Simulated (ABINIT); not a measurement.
## ABINIT run on PtAl₂ (Fm-3m, 3 atoms in the cell): self-consistent single point

Computed with PBE, PAW (JTH v2.0 PBE PAW) (plane waves; ABINIT).

This input was run:

```
# PtAl2, JTH v2.0 PBE PAW
pp_dirpath "./"
pseudos "Al.GGA_PBE-JTH.xml, Pt.GGA_PBE-JTH.xml"
acell 3*1.0 Angstrom
rprim
         0.0000000000    2.9762760000    2.9762760000
         2.9762760000    0.0000000000    2.9762760000
         2.9762760000    2.9762760000   -0.0000000000
natom 3
ntypat 2
znucl 13 78
typat 1 1 2
xcart
         1.4881380000    1.4881380000    1.4881380000
         4.4644140000    4.4644140000    4.4644140000
         0.0000000000    0.0000000000    0.0000000000
      Angstrom
ecut 571 eV
pawecutdg 1143 eV
occopt 3
tsmear 0.00367493
nband 13
kptopt 1
ngkpt 7 7 7
nshiftk 1
shiftk 0 0 0
nstep 100
tolvrs 1.0e-10
prtwf 0
prtden 0
enunit 2
```

The program printed (abridged):

```
 Symmetries : space group Fm -3 m (#225); Bravais cF (face-center cubic)

 -outvars: echo values of preprocessed input variables --------
            acell      1.8897261329E+00  1.8897261329E+00  1.8897261329E+00 Bohr
             ecut      2.09838648E+01 Hartree
           enunit           2
              ixc     -101130
         kptrlatt        7    0    0      0    7    0      0    0    7
          kptrlen      5.56781901E+01
            natom           3
            nband          13
            ngfft          36      36      36
          ngfftdg          48      48      48
             nkpt          20
            nstep         100
             nsym          48
           ntypat           2
           occopt           3
        pawecutdg      4.20044789E+01 Hartree
            rprim      0.0000000000E+00  2.9762760000E+00  2.9762760000E+00
                       2.9762760000E+00  0.0000000000E+00  2.9762760000E+00
                       2.9762760000E+00  2.9762760000E+00 -0.0000000000E+00
          spgroup         225
           tolvrs      1.00000000E-10
           tsmear      3.67493000E-03 Hartree
            typat      1  1  2
           useylm           1
             xred      2.5000000000E-01  2.5000000000E-01  2.5000000000E-01
                       7.5000000000E-01  7.5000000000E-01  7.5000000000E-01
                       0.0000000000E+00  0.0000000000E+00  0.0000000000E+00
            znucl       13.00000   78.00000

== DATASET  1 ==================================================================

 Real(R)+Recip(G) space primitive vectors, cartesian coordinates (Bohr,Bohr^-1):
 R(1)=  0.0000000  5.6243465  5.6243465  G(1)= -0.0888992  0.0888992  0.0888992
 R(2)=  5.6243465  0.0000000  5.6243465  G(2)=  0.0888992 -0.0888992  0.0888992
 R(3)=  5.6243465  5.6243465  0.0000000  G(3)=  0.0888992  0.0888992 -0.0888992
 Unit cell volume ucvol=  3.5583299E+02 bohr^3
 Angles (23,13,12)=  6.00000000E+01  6.00000000E+01  6.00000000E+01 degrees

 Coarse grid specifications (used for wave-functions):

 getcut: wavevector=  0.0000  0.0000  0.0000  ngfft=  36  36  36
         ecut(hartree)=     20.984   => boxcut(ratio)=   2.19486

 Fine grid specifications (used for densities):

 getcut: wavevector=  0.0000  0.0000  0.0000  ngfft=  48  48  48
         ecut(hartree)=     42.004   => boxcut(ratio)=   2.06843

   3.93415017E+02                                ecore*ucvol(ha*bohr**3)

_setup2: Arith. and geom. avg. npw (full set) are    1634.195    1634.177

--- !BeginCycle
solver: {iscf: 17, nstep: 100, nline: 4, wfoptalg: 10, }
tolerances: {tolvrs: 1.00E-10, }
...

     iter   Etot(hartree)      deltaE(h)  residm     nres2
 ETOT  1  -31.257139281897    -3.126E+01 8.523E-02 1.819E+01
 ETOT  2  -31.409038082585    -1.519E-01 9.359E-03 1.590E+01
 ETOT  3  -31.320579329787     8.846E-02 4.295E-03 6.360E-01
 ETOT  4  -31.331340518328    -1.076E-02 1.383E-03 5.140E-01
 ETOT  5  -31.332080073287    -7.396E-04 2.533E-03 4.567E-01
 ETOT  6  -31.331135206379     9.449E-04 7.366E-04 1.079E-01
   [... 10 lines left out ...]
 ETOT 17  -31.331059480145    -5.673E-11 5.354E-05 8.164E-09
 ETOT 18  -31.331059480249    -1.031E-10 2.206E-05 2.813E-10
 ETOT 19  -31.331059480249    -5.222E-13 3.248E-05 5.573E-10
 ETOT 20  -31.331059480229     1.971E-11 1.324E-05 1.011E-10
 ETOT 21  -31.331059480217     1.193E-11 1.929E-05 6.246E-12

 At SCF step   21       nres2   =  6.25E-12 < tolvrs=  1.00E-10 =>converged.

 Cartesian components of stress tensor (hartree/bohr^3)
  sigma(1 1)=  1.89389746E-05  sigma(3 2)=  0.00000000E+00
  sigma(2 2)=  1.89389746E-05  sigma(3 1)=  0.00000000E+00
  sigma(3 3)=  1.89389746E-05  sigma(2 1)=  0.00000000E+00

 ----iterations are completed or convergence reached----

 reduced coordinates (array xred) for    3 atoms
       0.250000000000      0.250000000000      0.250000000000
       0.750000000000      0.750000000000      0.750000000000
       0.000000000000      0.000000000000      0.000000000000
 cartesian forces (eV/Angstrom) at end:
    1     -0.00000000000000    -0.00000000000000    -0.00000000000000
    2     -0.00000000000000    -0.00000000000000    -0.00000000000000
    3     -0.00000000000000    -0.00000000000000    -0.00000000000000
 frms,max,avg= 0.0000000E+00 0.0000000E+00   0.000E+00  0.000E+00  0.000E+00 e/A
 length scales=  1.889726132886  1.889726132886  1.889726132886 bohr
              =  1.000000000000  1.000000000000  1.000000000000 angstroms
 Fermi (or HOMO) energy (hartree) =   0.27822   Average Vxc (hartree)=  -0.37118
 Eigenvalues (hartree) for nkpt=  20  k points:
 kpt#   1, nband= 13, wtk=  0.00292, kpt=  0.0000  0.0000  0.0000 (reduced coord)
  -0.09149    0.09701    0.09701    0.09701    0.14590    0.14590    0.38327    0.41895
   0.41895    0.41895    0.47281    0.47281    0.47281
      occupation numbers for kpt#   1
   2.00000    2.00000    2.00000    2.00000    2.00000    2.00000    0.00000    0.00000
   0.00000    0.00000    0.00000    0.00000    0.00000
 prteigrs : prtvol=0 or 1, do not print more k-points.

 Fermi (or HOMO) energy (eV) =   7.57071   Average Vxc (eV)= -10.10021
 Eigenvalues (   eV  ) for nkpt=  20  k points:
 kpt#   1, nband= 13, wtk=  0.00292, kpt=  0.0000  0.0000  0.0000 (reduced coord)
  -2.48948    2.63974    2.63974    2.63974    3.97026    3.97026   10.42931   11.40026
  11.40026   11.40026   12.86590   12.86590   12.86590
 prteigrs : prtvol=0 or 1, do not print more k-points.

--- !EnergyTerms
comment             : Components of total free energy in Hartree
kinetic             :  8.99692637123389E+00
hartree             :  6.43076492712266E+00
xc                  : -4.98217057141872E+00
Ewald energy        : -2.91972244635719E+01
psp_core            :  1.10561704062142E+00
local_psp           : -1.81294227721338E+01
spherical_terms     :  4.44619758157443E+00
internal            : -3.13293118865720E+01
'-kT*entropy'       : -1.74682944960377E-03
total_energy        : -3.13310587160216E+01
total_energy_eV     : -8.52561465461862E+02
...

-Cartesian components of stress tensor (GPa)         [Pressure= -5.5720E-01 GPa]
- sigma(1 1)=  5.57203777E-01  sigma(3 2)=  0.00000000E+00
- sigma(2 2)=  5.57203777E-01  sigma(3 1)=  0.00000000E+00
- sigma(3 3)=  5.57203777E-01  sigma(2 1)=  0.00000000E+00

 Calculation completed.
```

The run converged in 21 iterations.

The starting cell has typed, rounded lattice constants, without a prior relaxation at this level. Its lattice was rescaled by a random factor within 2.5 % of one. Spin polarisation is off.

These are the values that this program gave, and no reference: the one-centre exchange-correlation terms come from a truncated expansion.

Cost on one core of a shared machine: roughly 70 s.
